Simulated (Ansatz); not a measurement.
# A computed series for ScAgSe2: pressure series

Consider ScAgSe$_{2}$ (space group P-3m1, No. 164; a cell from a computed database, its experimental status unchecked).

```xyz
4
Lattice="3.8966 0.0000 0.0000 -1.9483 3.3746 0.0000 0.0000 0.0000 6.6270" Properties=species:S:1:pos:R:3 pbc="T T T"
Sc     0.0000     0.0000     0.0000
Ag     0.0000     0.0000     3.3135
Se     0.0000     2.2497     1.5362
Se     1.9483     1.1249     5.0908
```

Cell and atoms are relaxed at each pressure.

Method: Ansatz (a program for electronic structure) r2SCAN, without spin-orbit coupling, earlier PAW set.

Notes on the quantities. enthalpy: H = E + PV relative to the base's energy.

```
variant                enthalpy  smallest direct gap  width of the top valence band  band gap
----------------  -------------  -------------------  -----------------------------  --------
base                          –              1.51 eV                        1.78 eV   0.98 eV
pressure −2 GPa   -0.28 eV/atom              1.61 eV                        1.72 eV   1.08 eV
pressure −1 GPa   -0.14 eV/atom              1.56 eV                        1.75 eV   1.03 eV
pressure 0.3 GPa  +0.04 eV/atom              1.50 eV                        1.79 eV   0.97 eV
pressure 0.7 GPa  +0.09 eV/atom              1.48 eV                        1.80 eV   0.95 eV
pressure 1.5 GPa  +0.20 eV/atom              1.45 eV                            ___   0.91 eV
pressure 3 GPa    +0.40 eV/atom              1.38 eV                            ___   0.84 eV
pressure 5 GPa    +0.66 eV/atom              1.30 eV                        1.93 eV   0.76 eV
pressure 7.5 GPa  +0.97 eV/atom              1.21 eV                        1.99 eV   0.66 eV
pressure 10 GPa   +1.28 eV/atom              1.12 eV                        2.05 eV       ___
```

**Question.** Some entries are withheld; estimate them.

**Answer.** 
- pressure 1.5 GPa, width of the top valence band: 1.83 eV
- pressure 3 GPa, width of the top valence band: 1.87 eV
- pressure 10 GPa, band gap: 0.57 eV

Load acts through the strain it causes; cell and atoms are relaxed under it. Whether these cells are dynamically stable was not tested. Competing high-pressure phases were not computed. The final runs are not spin-polarised.
